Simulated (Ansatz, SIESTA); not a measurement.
One structure in several programs: Ga3Tc (P1, 4 atoms in the cell)

Self-consistent single point, at a second geometry (atoms moved at random). First geometry:

```
Ga3Tc
1.0
   -1.89565     1.89565     4.04575
    1.89565    -1.89565     4.04575
    1.89565     1.89565    -4.04575
Ga Tc
3 1
Direct
  0.75000   0.25000   0.50000
  0.25000   0.75000   0.50000
  0.50000   0.50000   0.00000
  0.00000   0.00000   0.00000
```

Second geometry:
```yaml
crystal:
  lattice:
    - [-1.89565, 1.89565, 4.04575]
    - [1.89565, -1.89565, 4.04575]
    - [1.89565, 1.89565, -4.04575]
  atoms:
    - { symbol: Ga, position: [0.75338, 0.22818, 0.49251] }
    - { symbol: Ga, position: [0.26385, 0.75518, 0.51105] }
    - { symbol: Ga, position: [0.48474, 0.50202, 0.99287] }
    - { symbol: Tc, position: [0.99803, 0.01461, 0.00358] }
```

Shared settings, as Ansatz (a first-principles code) writes them: kpoints.mp_grid.grid = 9 9 9; scf.occupations.method = gaussian; scf.occupations.width = 0.1 eV. Potentials and cutoffs stand in the table.

```tsv
code	model	ΔF from the first geometry (meV/atom)	pressure (GPa)	largest force (eV/Å)	cutoff
Ansatz	LDA (PW92), PAW files	9.4	-5.18	0.465	500 eV
SIESTA	LDA PW92, numerical atomic orbitals DZP, PseudoDojo LDA standard norm-conserving potentials (rewritten from UPF to PSML)	10.7	-3.15	0.524	grid 300 Ry
```

Size of the force on each atom (eV/Å): Sizes of forces hide their directions.

```csv
code,Ga1,Ga2,Ga3,Tc4
Ansatz,0.465,0.281,0.219,0.216
SIESTA,0.524,0.314,0.243,0.258
```

On Ansatz's run: spin polarisation is off.

The spread over the programs that give each value: ΔF from the first geometry within 1.3 meV/atom; pressure within 2.03 GPa; largest force within 0.059 eV/Å.

SIESTA uses small atom-centred bases, whose incompleteness enters pressures, forces and empty levels differently from a plane-wave cutoff. Ansatz's pressure is given at a fixed set of plane waves, as the other plane-wave codes print theirs; with its correction for the finite basis it is -5.15 GPa.

The starting cell comes from a database of computed structures (which also holds hypothetical and non-ambient phases and stackings), without a prior relaxation at this level. For this run, on top of that: atoms moved at random.

Keys are those of Ansatz 0.2.
